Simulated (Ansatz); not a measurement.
Reference: TlBr (Pm-3m), PBEsol+D3BJ, rigid bands (plane waves, PAW, scalar-relativistic; Ansatz, an electronic-structure program); axes and stresses refer to this cell.

```xyz
2
Lattice="3.8423 0.0000 0.0000 0.0000 3.8423 0.0000 0.0000 0.0000 3.8423" Properties=species:S:1:pos:R:3 pbc="T T T"
Tl     0.0000     0.0000     0.0000
Br     1.9212     1.9212     1.9212
```

The Seebeck coefficient, n-type 1e19 cm⁻³ is -190 μV/K, the Seebeck coefficient, p-type 1e19 cm⁻³ comes out as 242 μV/K and the hole conductivity mass comes out as 0.31 mₑ.

Task: Change: spin-orbit coupling switched on. What happens to Seebeck coefficient, n-type 1e19 cm⁻³, Seebeck coefficient, p-type 1e19 cm⁻³, hole conductivity mass?

Result: Seebeck coefficient, n-type 1e19 cm⁻³ drops in size to -142 μV/K; Seebeck coefficient, p-type 1e19 cm⁻³ falls to 233 μV/K; hole conductivity mass shrinks to 0.29 mₑ.

Masses are for dilute carriers at 300 K, harmonic means over directions unless an axis is named. Seebeck coefficients are for the stated density at 300 K, with one relaxation time for all states and whether or not that doping can be reached. Spin-orbit coupling is left out unless a row names it; without it the gap and masses of crystals with these elements can be far off. 

PBEsol with a dispersion correction tends to overbind, so the cell can be several per cent short, in bad cases over ten, which usually narrows a gap: TlBr (Pm-3m).
